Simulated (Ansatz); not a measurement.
Effect of pressure 100 GPa on Sn

Start from Sn (space group I4_1/amd, No. 141; a = 5.9471 Å, c = 3.2122 Å).

The change: cell and atoms relaxed at a pressure of 100 GPa.

Method: Ansatz (a first-principles code) PBE, spin-orbit coupling left out, earlier PAW set. k-mesh 16×16×16 (Γ-centred); smearing 0.05 eV (Fermi–Dirac).

The volume per atom shrinks by 12.03 Å³ (28.40 Å³ → 16.37 Å³) and the density grows by 5.10 g/cm³ to 12.04 g/cm³. The lattice parameter a shrinks by 0.994 Å (5.947 Å → 4.953 Å) and the c/a ratio stays essentially unchanged (0.540 against 0.539). The shortest interatomic distance drops by 0.515 Å to 2.565 Å and the band gap is still zero.

Final structure:

```yaml
crystal:
  lattice:
    - [-2.47654, 2.47654, 1.33435]
    - [2.47654, -2.47654, 1.33435]
    - [2.47654, 2.47654, -1.33435]
  atoms:
    - { symbol: Sn, position: [0.75000, 0.25000, 0.50000] }
    - { symbol: Sn, position: [0.00000, 0.00000, 0.00000] }
```

Load acts through the strain it causes; cell and atoms are relaxed under it. No phonon test of stability was made. Measured, Sn leaves this structure (for a body-centred tetragonal phase) near 8 GPa (temperature not stated; as listed in Olga Degtyareva, NATO science for peace and security series. B, Physics and biophysics (2010)).
